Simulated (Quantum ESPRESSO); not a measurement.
A series of runs on LiMg (Cmmm, 2 atoms in the cell)

```
LiMg
1.0
    1.72462    -2.46195     0.00000
    1.72462     2.46195     0.00000
    0.00000     0.00000     4.88841
Li Mg
1 1
Direct
  0.00000   0.00000   0.00000
  0.50000   0.50000   0.50000
```

Base run A: PBEsol, GBRV 1.5 ultrasoft (PBESOL) pseudopotentials (Quantum ESPRESSO), self-consistent single point.

Its settings: ecutwfc = 40 Ry; ecutrho = 200 Ry; occupations = smearing; smearing = cold; degauss = 0.0073499 Ry; potentials = {Li: li_pbesol_v1.4.uspp.F.UPF, Mg: mg_pbesol_v1.4.uspp.F.UPF}; K_POINTS = automatic 15 15 9 0 0 0; conv_thr = 1e-08 Ry; mixing_beta = 0.5.

The starting cell comes from a database of computed structures (which also holds hypothetical and non-ambient phases and stackings), without a prior relaxation at this level.

Runs:
- B: pseudopotentials: {Li: li_pbesol_v1.4.uspp.F.UPF, Mg: mg_pbesol_v1.4.uspp.F.UPF} → {Li: li_pbe_v1.4.uspp.F.UPF, Mg: mg_pbe_v1.4.uspp.F.UPF}; input_dft: default → wc [Wu-Cohen GGA]
- C: pseudopotentials: {Li: li_pbesol_v1.4.uspp.F.UPF, Mg: mg_pbesol_v1.4.uspp.F.UPF} → {Li: li_pbe_v1.4.uspp.F.UPF, Mg: mg_pbe_v1.4.uspp.F.UPF}; input_dft: default → vdw-df [vdW-DF]
- D: pseudopotentials: {Li: li_pbesol_v1.4.uspp.F.UPF, Mg: mg_pbesol_v1.4.uspp.F.UPF} → {Li: li_pbe_v1.4.uspp.F.UPF, Mg: mg_pbe_v1.4.uspp.F.UPF}; input_dft: default → vdw-df2 [vdW-DF2]
- E: pseudopotentials: {Li: li_pbesol_v1.4.uspp.F.UPF, Mg: mg_pbesol_v1.4.uspp.F.UPF} → {Li: li_pbe_v1.4.uspp.F.UPF, Mg: mg_pbe_v1.4.uspp.F.UPF}; input_dft: default → vdw-df-cx [vdW-DF-cx]
- F: pseudopotentials: {Li: li_pbesol_v1.4.uspp.F.UPF, Mg: mg_pbesol_v1.4.uspp.F.UPF} → {Li: li_pbe_v1.4.uspp.F.UPF, Mg: mg_pbe_v1.4.uspp.F.UPF}; input_dft: default → vdw-df-obk8 [optB88-vdW]
- G: pseudopotentials: {Li: li_pbesol_v1.4.uspp.F.UPF, Mg: mg_pbesol_v1.4.uspp.F.UPF} → {Li: li_pbe_v1.4.uspp.F.UPF, Mg: mg_pbe_v1.4.uspp.F.UPF}; input_dft: default → vdw-df-ob86 [optB86b-vdW]
- H: pseudopotentials: {Li: li_pbesol_v1.4.uspp.F.UPF, Mg: mg_pbesol_v1.4.uspp.F.UPF} → {Li: li_pbe_v1.4.uspp.F.UPF, Mg: mg_pbe_v1.4.uspp.F.UPF}; input_dft: default → vdw-df2-b86r [rev-vdW-DF2]

| run | pressure (GPa) |
|---|---|
| A | 0.01 |
| B | 0.26 |
| C | 0.98 |
| D | 0.26 |
| E | 0.85 |
| F | 0.31 |
| G | 0.40 |
| H | 0.35 |

Run C against A: The pressure goes from 0.01 to 0.98 GPa.

Run E against A: The pressure goes from 0.01 to 0.85 GPa.

Left out of this page: 2 runs of the series held back from this collection.
